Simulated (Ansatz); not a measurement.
Start from TiO2 in the anatase structure (space group I4_1/amd, No. 141; a = 3.798 Å, c = 9.704 Å). Axes: x, y, z lie along a, b, c of the conventional cell.

(Cell as relaxed with PBE.)

Levels (all Ansatz, an electronic-structure program, PAW, earlier PAW set): PBE (420 eV, no SOC); PBEsol (420 eV, without spin-orbit coupling).

Each level relaxes its own structure.

```tsv
base	PBE	PBEsol
volume per atom	11.67 Å³	11.32 Å³
lattice parameter a	3.798 Å	3.770 Å
band gap	2.13 eV	2.11 eV
```

Now apply this change: tensile biaxial strain of 2.46 % in the plane normal to [001], as in epitaxy on a mismatched substrate; the out-of-plane cell vector and the atoms relax.

| quantity | PBE | PBEsol |
|---|---|---|
| pressure (mean of the normal stresses, compression positive) | -4.32 GPa | ___ |
| ratio −ε⊥/ε∥ | 1.32 | ___ |
| shortest interatomic distance | 1.975 Å | ___ |

Question: What does PBEsol give?

Answer: 
- pressure (mean of the normal stresses, compression positive), PBEsol: -4.79 GPa
- ratio −ε⊥/ε∥, PBEsol: 1.35
- shortest interatomic distance, PBEsol: 1.957 Å

PBE's pressure lies 0.465 GPa above PBEsol's; PBE's ratio −ε⊥/ε∥ lies 0.03 below PBEsol's; PBE's shortest interatomic distance lies 0.018 Å above PBEsol's (0.9 %). Neither level is exact; PBEsol is the comparison here, not a measurement.

Whether these cells are dynamically stable was not tested. The final runs are not spin-polarised.
